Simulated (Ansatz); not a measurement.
Consider YN in the rock salt structure (space group Fm-3m, No. 225; a = 4.856 Å).

Calculations: PBEsol (Ansatz, a quantum-chemistry and plane-wave program; PAW; 420 eV plane waves; no SOC).

Base values:

- Gap character = indirect, Γ → X
- Hole mass = 0.16, 0.99, 0.99 mₑ (at Γ)
- Smallest direct gap = 0.45 eV

It is then changed as follows: hydrostatic tension (pressure −1 GPa).

Task: Predict the new gap character, hole mass, smallest direct gap and electron mass.

Result: The gap character remains indirect, Γ → X; the hole mass (degenerate bands, along [100]) is still 0.16, 0.99, 0.99 mₑ (at Γ); the smallest direct gap goes up by 0.02 eV, from 0.45 eV to 0.47 eV; the electron mass amounts to 1.3 mₑ along k, 0.088 mₑ across (at X).

Load acts through the strain it causes; cell and atoms are relaxed under it. Effective masses come from finite differences of ±0.01 Å⁻¹. Along k means along the line from Γ to the band edge. Whether these cells are dynamically stable was not tested. The zero or small gap of YN can change with the level of theory.
